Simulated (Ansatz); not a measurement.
Defect migration in beta Ga2O3: interstitial Si, charge state +4. The step: a concerted move, in which Ga travels most; the atom moves 1.15 Å along (-0.06, 0.00, 0.12) of the unit cell; the moving atom starts with neighbours O at 1.80, O at 1.85, O at 1.88, O at 1.92 Å and ends with O at 1.80, O at 1.84, O at 1.96, O at 1.97 Å. DFT values are from Ansatz (plane-wave PAW, 420 eV unless said) in a cell of 120 host sites, spin-restricted, static, with no finite-size correction. The charge state is imposed; whether it is stable for some Fermi level was not computed. Sites that were not tried may lie lower. The start lies 1.07 eV above the lowest site run (PBE). For the PBE band: the saddle point's order was not checked.

| Level | Forward barrier (eV) | Cost of the band or of the saddle's single point |
|---|---|---|
| PBE, the Γ point alone, band relaxed | 0.66 | very roughly 110 core-minutes |
| PBE, a 2×2×2 k-point mesh shifted by half a step, same geometries | 0.60 | around 10 core-minutes (rough) |
| r2SCAN at 500 eV, the Γ point alone, same geometries | [?] | roughly 2.4 core-minutes |

What belongs in the gaps?


- r2SCAN at 500 eV, the Γ point alone, same geometries, Forward barrier (eV): 0.80

Ansatz is an electronic-structure program.
